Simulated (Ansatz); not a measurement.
We consider ZnIn₂O₄ (model structure, started from the defect chalcopyrite type, I-4, No. 82, 7 atoms in the cell), described by r²SCAN in Ansatz (PAW).

Numerical settings: plane-wave cutoff 560 eV, 10×10×10 k mesh, Fermi–Dirac smearing 0.01 eV, scalar-relativistic PAW data made under PBE.

Cell (relaxed at this level):

```xyz
7
Lattice="-2.3495 2.3495 5.0244 2.3495 -2.3495 5.0244 2.3495 2.3495 -5.0244" Properties=species:S:1:pos:R:3 pbc="T T T"
In     0.0000     0.0000     5.0244
In     2.3495     0.0000     2.5122
Zn     0.0000     0.0000     0.0000
O      1.1193    -1.3119     6.1549
O      1.2301     3.6614     1.1305
O      1.0376     1.2301    -1.1305
O      1.3119     1.1193     3.8939
```

Q: Estimate the band gap and bulk modulus that the calculation returns.

A: 
- band gap = 1.28 eV (on the SCF k mesh)
- bulk modulus = 70.1 GPa

Note: the bulk modulus is −V dP/dV from two relaxed cells at ±2 % in volume; the relaxation could raise the start's symmetry but not lower it, so the cell can be a saddle point.

Spin–orbit coupling is not included.

Static lattice: no zero-point or thermal effects.

Computing time: about 18 core-minutes (a rough figure).

A model structure was made by putting elements into a prototype or built by hand; it is no filed structure, need not be a known phase, and can be a saddle point held by its symmetry.

Ansatz is a program for electronic structure.
